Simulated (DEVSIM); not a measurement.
**Schottky contact on n-type Si**

Device: Schottky contact on n-type Si, at 300 K.

```tsv
layer (left to right)	material	thickness (μm)	Nd (cm⁻³)	τn (s)	τp (s)
1	Si	0.490	1.5e15	0.00036	0.00036
```

Left contact: Schottky, work function 4.72 eV, emission velocity 5.1e6 cm/s. Right contact: ohmic. Voltage is applied to the left contact. Recombination: SRH at mid-gap. Mobility is μmin + (μ − μmin)/(1 + (N/Nref)^α).

Constants are typed, rounded textbook-type inputs, not results; the design itself was drawn at random and stands for no fabricated device. Values at 300 K.

| parameter | Si |
|---|---|
| gap (eV) | 1.124 |
| affinity (eV) | 4.05 |
| permittivity | 11.7 |
| Nc (cm⁻³) | 2.86e19 |
| Nv (cm⁻³) | 3.1e19 |
| μn (cm²/Vs) | 1417 |
| μp (cm²/Vs) | 470 |
| μn,min | 52 |
| μp,min | 45 |
| Nref,n | 9.7e16 |
| Nref,p | 2.2e17 |
| αn | 0.68 |
| αp | 0.72 |

Simulated with DEVSIM: 1D drift-diffusion, Boltzmann statistics, complete ionisation; no tunnelling, impact ionisation, image-force lowering or self-heating. Metal contacts follow the ideal Schottky-Mott rule: no Fermi-level pinning, no interface dipoles.

```
Item                                                Value
---------------------------------------------  ----------
Potential step across the device at zero bias     0.415 V
Largest field in the device at zero bias       14000 V/cm
Dark forward voltage at 1 A/cm²                   0.242 V
Dark forward voltage at 100 A/cm²                 0.385 V
```

Dark reverse current:

| V (V) | J (A/cm²) |
|---|---|
| -0.10 | -0.00010 |
| -0.25 | -0.00011 |
| -0.50 | -0.00011 |
| -0.75 | -0.00011 |
| -1.00 | -0.00012 |
| -1.50 | -0.00012 |
| -2.00 | -0.00012 |
| -2.50 | -0.00012 |
| -3.25 | -0.00012 |
| -4.00 | -0.00013 |
| -5.00 | -0.00013 |

Dark forward current:

(V (V), J (A/cm²)): (0.05, 0.00059); (0.10, 0.0045); (0.15, 0.031); (0.20, 0.21); (0.25, 1.3); (0.30, 8.1); (0.35, 41); (0.40, 150); (0.45, 340); (0.50, 610); (0.55, 900); (0.60, 1200); (0.65, 1500); (0.70, 1900); (0.75, 2200)
